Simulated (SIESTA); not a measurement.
# Several settings converged on MoS2 (R3m, 3 atoms in the cell)

```xyz
3
Lattice="1.6001 0.9238 6.5145 -1.6001 0.9238 6.5145 0.0000 -1.8476 6.5145" Properties=species:S:1:pos:R:3 pbc="T T T"
Mo     0.0000     0.0000    19.5892
S      0.0000     0.0000     8.0702
S      0.0000     0.0000     4.9504
```

Base method: GGA PBE, numerical atomic orbitals TZP, PseudoDojo PBE standard norm-conserving potentials (rewritten from UPF to PSML) (SIESTA 5.4.2).

Base settings: XC.functional = GGA; XC.authors = PBE; potentials = PseudoDojo PBE standard; PAO.BasisSize = TZP; PAO.EnergyShift = 0.01 Ry; MeshCutoff = 350 Ry; kgrid.MonkhorstPack = 4 4 4; OccupationFunction = FD; ElectronicTemperature = 10 meV; MaxSCFIterations = 150.

Core times come from one kind of shared machine, to one figure; runs under 30 s give none.

**Shifted k-point meshes**

Only quantities that move along the ladder and can be compared are tabulated.

```csv
kgrid.MonkhorstPack,free energy less the last step's (meV/atom),pressure (GPa),largest difference of a force vector from the last step's (eV/Å),core time / last (rough)
2 2 2 shifted by 0.5 0.5 0.5,296.79,1.46,0.713,0.8
4 4 4 shifted by 0.5 0.5 0.5,-16.88,-1.21,0.022,0.7
6 6 6 shifted by 0.5 0.5 0.5,0.15,-0.86,0.005,1
8 8 8 shifted by 0.5 0.5 0.5,0.03,-0.86,0.000,1
9 9 9 shifted by 0.5 0.5 0.5,0.00,-0.86,0.000,1
```

Coarsest kgrid.MonkhorstPack that holds the forces within 0.01 eV/Å of the last step, with all finer ones: 6 6 6 shifted by 0.5 0.5 0.5; the step before is off by 0.022 eV/Å.

Coarsest kgrid.MonkhorstPack that holds the pressure within 0.5 GPa of the last step, with all finer ones: 4 4 4 shifted by 0.5 0.5 0.5; the step before is off by 2.3 GPa.

Coarsest kgrid.MonkhorstPack that holds the free energy within 5 meV/atom of the last step, with all finer ones: 6 6 6 shifted by 0.5 0.5 0.5; the step before is off by 17 meV/atom.

**The SCF threshold**

In this ladder: SCF.DM.Tolerance = default; SCF.DM.Converge = false; SCF.H.Converge = false; SCF.FreeE.Converge = true.

The mesh stays at the base's, so the ladder's end is converged at best in this setting alone.

Only quantities that move along the ladder and can be compared are tabulated.

```tsv
SCF.FreeE.Tolerance	free energy less the last step's (meV/atom)	pressure (GPa)	largest difference of a force vector from the last step's (eV/Å)	core time / last (rough)
1.0E-01 eV	1.45	-1.30	0.025	0.2
1.0E-03 eV	0.00	-1.21	0.000	0.3
1.0E-05 eV	0.00	-1.21	0.000	0.4
1.0E-12 eV	0.00	-1.21	0.000	1
```

Coarsest SCF.FreeE.Tolerance that holds the free energy within 1 meV/atom of the last step, with all finer ones: 1.0E-03 eV, at about 0.3 of the last step's time; the step before is off by 1.4 meV/atom.

Coarsest SCF.FreeE.Tolerance that holds the pressure within 0.05 GPa of the last step, with all finer ones: 1.0E-03 eV, at about 0.3 of the last step's time; the step before is off by 0.09 GPa.

Coarsest SCF.FreeE.Tolerance that holds the forces within 0.01 eV/Å of the last step, with all finer ones: 1.0E-03 eV, at about 0.3 of the last step's time; the step before is off by 0.025 eV/Å.

On the base run: the starting cell comes from a database of computed structures (which also holds hypothetical and non-ambient phases and stackings), without a prior relaxation at this level. Its lattice was rescaled by up to half a per cent. One atom was moved a little off its site on purpose. Spin polarisation is off. Values carry the incompleteness of an atom-centred basis. In the base run, forces exceed 1 eV/Å.
